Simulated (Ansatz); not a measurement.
An input for Ansatz (PBEsol) and the part of its output that reports the quasi-harmonic study. Lengths are of the primitive cell. The cell is a database entry relaxed within its symmetry; it need not be the phase found at ambient conditions. The run noted for some of its cells that some bands missed the eigensolver's tolerance. At this level the gap is small or closed, and a narrow smearing was used. Spin-orbit coupling is not included.

Ansatz 0.2 input:
```yaml
crystal:
  lattice:
    - [5.0918906346, 0.0, 0.0]
    - [0.0, 5.0918906346, 0.0]
    - [0.0, 0.0, 5.0918906346]
  atoms:
    - { symbol: Sr, position: [0.5, 0.0, 0.5] }
    - { symbol: Sr, position: [0.0, 0.5, 0.5] }
    - { symbol: Sr, position: [0.5, 0.5, 0.0] }
    - { symbol: Sn, position: [0.0, 0.0, 0.0] }
    - { symbol: O, position: [0.5, 0.5, 0.5] }
kpoints:
  mp_grid: { grid: [9, 9, 9] }
hamiltonian:
  xc: pbesol
  pseudopotentials: { kind: paw }
scf:
  occupations: { method: fermi_dirac, width: 0.03 }
phonons:
  method: dfpt
  qmesh: [3, 3, 3]
  temperatures: { t_max: 1000, t_step: 25 }
  thermal_expansion: {}
checkpoint:
  write: run
```

```
--- Thermal expansion: 11 cells in 3 rounds, 0 GPa ---
  no lower state was reached at cell 4
  without vibrations: a 5.09198, b 5.09198, c 5.09198 Å, V 132.0264 Å³, B 48.77 GPa
  at 0 K: a 5.10087, b 5.10087, c 5.10087 Å, V 132.7191 Å³, B 47.90 GPa
  zero-point expansion: a +0.175, b +0.175, c +0.175, V +0.525 %
      T/K        a/Å        b/Å        c/Å       V/Å³ | expansion of a, b, c, V (1e-6/K)   | that of V in the mean from 25 °C | C_P, C_V (J/mol K of the cell) | B_T, B_S (GPa)
     0.00    5.10087    5.10087    5.10087   132.7191 |    0.00    0.00    0.00    0.00 |   37.15 |     0.000     0.000 |    47.90    47.90
   100.00    5.10410    5.10410    5.10410   132.9709 |   12.08   12.08   12.08   36.24 |   46.43 |    90.424    89.928 |    47.24    47.51
   200.00    5.11143    5.11143    5.11143   133.5445 |   15.90   15.90   15.90   47.71 |   50.18 |   114.492   112.810 |    45.94    46.62
   298.15    5.11985    5.11985    5.11985   134.2056 |   17.50   17.50   17.50   52.50 |       - |   122.011   119.055 |    44.51    45.62
   375.00    5.12692    5.12692    5.12692   134.7626 |   18.41   18.41   18.41   55.24 |   54.01 |   125.163   121.139 |    43.34    44.78
   475.00    5.13665    5.13665    5.13665   135.5315 |   19.52   19.52   19.52   58.55 |   55.87 |   128.110   122.565 |    41.72    43.61
   575.00    5.14698    5.14698    5.14698   136.3507 |   20.67   20.67   20.67   62.01 |   57.73 |   130.632   123.367 |    40.02    42.37
   675.00    5.15795    5.15795    5.15795   137.2247 |   21.96   21.96   21.96   65.87 |   59.70 |   133.141   123.893 |    38.21    41.06
   775.00    5.16967    5.16967    5.16967   138.1616 |   23.45   23.45   23.45   70.34 |   61.82 |   135.868   124.289 |    36.29    39.67
  the static fit leaves 0.001 meV an atom of the energies and, of the stresses, 0.000 GPa of each cell's largest along a strain (root mean squares over the cells), whose Pulay part it has at -0.004 GPa
  vibrations' free energy: its fit leaves 0.0018 meV an atom at the most
  the electrons' free energy at temperature is in it; its fit leaves 0.0003 meV an atom at the most
  free energies summed between the sampled wave vectors
  estimated error of the fitted expansion in any direction: up to 0.329e-6/K, at 1000 K (an estimate, not a bound: it was exceeded on models of known expansion)
  by sums over the sampled wave vectors an expansion of the volume parts by up to 1.17e-6/K
  by a static energy of one degree less an expansion of the volume parts by up to 0.15e-6/K
  eigensolver_not_converged in the phonons of 5 cells: 4, 5, 6, 7, 8
```

Warnings of the run: completed_step_reentered, occupations_restored, relax_continuation, seed_accepted, thermal_expansion_settings, resumed_after_interruption.

The crystal is held in this phase throughout; melting and phase transitions are not modelled.

The PAW data sets were generated under PBE and serve the other functionals too.

Ansatz is a program for electronic structure.
